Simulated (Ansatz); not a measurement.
Base system: GaP in the zinc blende structure (space group F-43m, No. 216).

```yaml
crystal:
  lattice:
    - [0.00000, 2.71928, 2.71928]
    - [2.71928, 0.00000, 2.71928]
    - [2.71928, 2.71928, 0.00000]
  atoms:
    - { symbol: Ga, position: [0.00000, 0.00000, 0.00000] }
    - { symbol: P, position: [0.25000, 0.25000, 0.25000] }
```

Cartesian axes are those of the cell as printed.

All numbers come from PBEsol, PAW, 420 eV (Ansatz, a quantum-chemistry and plane-wave program; spin-orbit coupling left out).

Strains are applied to the cell and any free atomic positions relax.

One change was made to it. Results:

```tsv
quantity	base	after
band gap	1.45 eV	1.17 eV
valence-band top at Γ (three highest levels, from the VBM)	0.00, 0.00, 0.00 eV	0.00, -0.14, -0.14 eV
energy relative to the base (free energy F)	0 meV/atom	+5.4 meV/atom
```

Problem. Which of these changes matches the shifts?
A. uniaxial strain ε_zz = −2.00 %
B. uniaxial strain ε_zz = −2.50 %
C. uniaxial strain ε_zz = +1.50 %
D. uniaxial strain ε_zz = +3.00 %

Solution. B, uniaxial strain ε_zz = −2.50 %. For comparison, the band gap in the other runs: uniaxial strain ε_zz = −2.00 % gives 1.23 eV; uniaxial strain ε_zz = +1.50 % gives 1.41 eV; uniaxial strain ε_zz = +3.00 % gives 1.37 eV.

Stability against distortions was not tested.
